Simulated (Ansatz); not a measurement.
The reference is GaN in the zinc blende structure (space group F-43m, No. 216; a = 4.498 Å).

Computed with Ansatz (a quantum-chemistry and plane-wave program), PBEsol, PAW, cutoff 420 eV, no spin-orbit coupling.

Before the change:

The gap between the host's bands comes out as 1.70 eV and the gap character is direct at Γ.

One thing is altered: 0.159 holes added to each cell, a density of 7.0×10^21 cm⁻³, with a uniform compensating background at fixed cell and a 300 K Fermi–Dirac width.

What happens to the gap between the host's bands?

The gap between the host's bands increases by 0.16 eV to 1.86 eV.

What does the calculation give for the Fermi level from band edge after the change?

The Fermi level relative to the doped band's edge (positive inside the band; to 0.05 eV) is +0.45 eV.

What happens to the gap character?

The gap character stays direct at Γ.

Charged cell with a jellium background: band edges are those of the host's band count, energies are not comparable with the neutral cell, and many-body gap narrowing is missing. Stability against distortions was not tested. This is not the structure that GaN has at room temperature and ambient pressure.
